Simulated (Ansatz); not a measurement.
# Pressure series in ZnSnP2

The parent structure is ZnSnP$_{2}$ in the chalcopyrite structure (space group I-42d, No. 122; a = 5.651 Å, c = 11.327 Å).

Cell and atoms are relaxed at each pressure.

Level of theory: Ansatz (a first-principles code), r2SCAN, PAW, cutoff 500 eV, spin-orbit coupling left out, earlier PAW set.

Candidates:
(a) pressure −1 GPa
(b) pressure 9 GPa
(c) pressure 60 GPa
(d) pressure −2 GPa
(e) pressure 45 GPa

Base values:

```
Property   Result
--------  -------
Band gap  1.24 eV
```

Q: Order them by band gap, highest first.

A: (b) pressure 9 GPa (1.37 eV), (a) pressure −1 GPa (1.17 eV), (d) pressure −2 GPa (1.09 eV), (e) pressure 45 GPa (0.72 eV), (c) pressure 60 GPa (0.48 eV)

Load acts through the strain it causes; cell and atoms are relaxed under it. Whether these cells are dynamically stable was not tested. No other phases were tried under pressure.
